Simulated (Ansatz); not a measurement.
**Pressure series in InMo3Se3**

The parent structure is InMo3Se3 (space group P6_3/m, No. 176; a cell from a computed database, its experimental status unchecked).

```
InMo3Se3
1.0
    8.76845     0.00000     0.00000
   -4.38423     7.59370     0.00000
    0.00000     0.00000     4.47675
In Mo Se
2 6 6
Direct
  0.33333   0.66667   0.25000
  0.66667   0.33333   0.75000
  0.15367   0.96475   0.25000
  0.84633   0.03525   0.75000
  0.18892   0.15367   0.75000
  0.81108   0.84633   0.25000
  0.03525   0.18892   0.25000
  0.96475   0.81108   0.75000
  0.92840   0.62729   0.25000
  0.07160   0.37271   0.75000
  0.30111   0.92840   0.75000
  0.69889   0.07160   0.25000
  0.37271   0.30111   0.25000
  0.62729   0.69889   0.75000
```

Cell and atoms are relaxed at each pressure.

The values are results of DFT with PBEsol, PAW potentials and a 420 eV plane-wave cutoff in Ansatz (an electronic-structure program), no spin-orbit coupling, not measurements.

Candidates:
(a) pressure 3 GPa
(b) pressure 7.5 GPa
(c) pressure −2 GPa
(d) pressure 0.3 GPa

Base values:

- c/a ratio: 0.511

### Question
Order them by c/a ratio, highest first.

### Answer
(b) pressure 7.5 GPa (0.560), (a) pressure 3 GPa (0.531), (d) pressure 0.3 GPa (0.513), (c) pressure −2 GPa (0.492)

Load acts through the strain it causes; cell and atoms are relaxed under it. No phonon test of stability was made. No other phases were tried under pressure. All final runs are without spin polarisation.
